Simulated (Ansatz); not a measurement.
Consider a periodic stack without vacuum, fcc Ir (0 0 1) on zinc-blende GaAs (0 0 1) (film strained to the substrate, started from cuts of the bulks and a machine-learned relaxation; slabs As6Ga5 and Ir12, which can lie off the formulas): substrate slab As6Ga5, film Ir12, surface cells [[1, 0], [1, 1]] and [[0, -1], [2, 1]], film strained by +5.0 and +5.0 %, outermost planes As/As and Ir/Ir as cut, which need not be the usual terminations and can put a slab off its formula. Its start:

```xyz
23
Lattice="4.0628 0.0000 0.0535 0.0000 4.0628 -0.0128 -0.6271 1.9389 26.6845" Properties=species:S:1:pos:R:3 pbc="T T T"
As     0.0954     1.9275     3.4455
As     2.2781     3.8027     0.4534
As     0.0837     1.9678     9.2760
As     2.1046     4.0290     6.3748
As    -0.2048     1.7774    15.1962
As     2.0296     3.9766    12.2035
Ga     0.0997     3.9518     4.9115
Ga     2.1343     1.7780     2.0377
Ga     0.0069     4.0143    10.7059
Ga     2.1428     2.0055     7.8432
Ga     1.8458     1.9548    13.6483
Ir    -0.2603     1.7989    18.5275
Ir     1.7624     3.6274    18.4377
Ir     1.8028     1.6173    16.6466
Ir     3.8214     3.7817    16.6721
Ir    -0.3056     1.8189    22.0722
Ir     1.7153     3.6230    22.0718
Ir     1.7466     1.5786    20.2812
Ir    -0.2937     3.8418    20.2616
Ir    -0.3633     5.8528    25.6892
Ir     1.6606     3.7192    25.7216
Ir     1.7037     5.6722    23.8051
Ir    -0.3418     3.8354    23.9071
```

The start was prepared with a machine-learned potential, and the result is one local minimum, with the in-plane cell held and forces under 0.04 eV/Å; the film can end far from its bulk form.

Level of theory: PBE (plane waves to 420 eV, PAW; Ansatz, a first-principles code). No spin–orbit coupling; the runs are not spin-polarised; PBE gaps are too small against experiment. Its k-point mesh 8×8×1, Fermi–Dirac width 0.05 eV.

Predict the relaxed interface.


- interface area = 16.5 Å²
- period = 26.79 Å
- heights between the nearest atoms of the two slabs at the two interfaces = 1.49 and 1.49 Å
- As–Ir contacts across the interfaces within 1.22 times the sum of covalent radii = 8, mean 2.52 Å
- Ga–Ir contacts across the interfaces within 1.22 times the sum of covalent radii = 2, mean 3.03 Å
- estimate of the barrier = withheld, since the Fermi level falls at or inside a band of the host, which a slab this thin can't settle
